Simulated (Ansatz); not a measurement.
## A computed series for TiAl: pressure series

The reference is TiAl (space group P4/mmm, No. 123).

```cif
data_AlTi
_chemical_formula_sum 'Ti1 Al1'
_space_group_name_H-M_alt 'P 1'
_space_group_IT_number 1
_cell_length_a 2.76751
_cell_length_b 2.76751
_cell_length_c 3.99551
_cell_angle_alpha 90.000
_cell_angle_beta 90.000
_cell_angle_gamma 90.000
loop_
_space_group_symop_operation_xyz
  'x, y, z'
loop_
_atom_site_label
_atom_site_type_symbol
_atom_site_fract_x
_atom_site_fract_y
_atom_site_fract_z
_atom_site_occupancy
Ti1 Ti 0.00000 0.00000 0.00000 1
Al1 Al 0.50000 0.50000 0.50000 1
```

Cell and atoms are relaxed at each pressure.

The values are results of plane-wave PAW DFT at the LDA level (Ansatz, an electronic-structure program, 420 eV), spin-orbit coupling left out, not measurements.

| pressure (GPa) | volume per atom (Å³/atom) |
|---|---|
| -2 | 15.552 |
| -1 | 15.424 |
| 0 | 15.301 |
| 2.1 | 15.061 |
| 4.5 | 14.804 |
| 9 | 14.372 |
| 15 | 13.876 |
| 22.5 | ? |
| 30 | 12.897 |

Problem. Fit the third-order Birch–Murnaghan form P(V) = (3B₀/2)[(V₀/V)^(7/3) − (V₀/V)^(5/3)]·[1 + (3/4)(B₀′ − 4)((V₀/V)^(2/3) − 1)] (squares taken in P) to the rows shown and predict the withheld row.

Solution. Least squares on the printed values gives V₀ = 15.302 Å³/atom, B₀ = 128 GPa, B₀′ = 3.7; this predicts 13.348 Å³/atom, and the run gives 13.349 Å³/atom, in agreement.

Load acts through the strain it causes; cell and atoms are relaxed under it. No phonon test of stability was made. No other phases were tried under pressure. All final runs are without spin polarisation.
